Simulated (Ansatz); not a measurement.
The starting structures come from a database of crystals and need not be the phases stable at ambient conditions.

Tunnelling through a barrier is set by its complex band structure: the current falls as exp(−2κd) with the smallest κ.

Here is the system:

```xyz
8
Lattice="7.3514 0.0000 0.0000 -3.5199 6.4539 0.0000 1.9157 3.2269 6.3214" Properties=species:S:1:pos:R:3 pbc="T T T"
Rb     4.6335     1.6135     3.1607
Rb    -0.8021     4.8404     3.1607
Sn     1.9157     3.2269     0.0000
Hg     0.0000     0.0000     0.0000
Te     1.0063     1.6951     2.1390
Te     4.6644     3.6668     0.0000
Te     2.9220     4.9221     4.1823
Te     0.9858     5.8507     0.0000
```

Space group of this cell: I-42m. The cell is taken as given.

Transport runs along the normal of the first two printed cell vectors, the (110) plane of the conventional cell.

No gap correction and no spin-orbit coupling; mid-gap values are interpolated between computed energies.

**Question.** State the band gap and the smallest decay constant κ at mid-gap according to r2SCAN (Ansatz, a program for electronic structure).

**Answer.** Gap 0.90 eV on a 6×6×6 mesh; κ = 0.154 1/Å, at the zone centre.
